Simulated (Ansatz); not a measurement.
The reference is MoP (space group P-6m2, No. 187; a = 3.206 Å, c = 3.174 Å).

Level of theory: PBEsol, PAW, 420 eV (Ansatz, a program for electronic structure; scalar-relativistic without spin-orbit coupling).

For the base:

```
Quantity           Result
---------------  --------
Volume per atom  14.13 Å³
```

Perturbation: a hydrostatic pressure of 18 GPa.

What happens to the volume per atom?

The volume per atom drops by 0.91 Å³ (14.13 Å³ → 13.22 Å³).

Load acts through the strain it causes; cell and atoms are relaxed under it. No phonon test of stability was made. Competing high-pressure phases were not computed. The final runs are not spin-polarised. An odd electron count without spin: MoP.
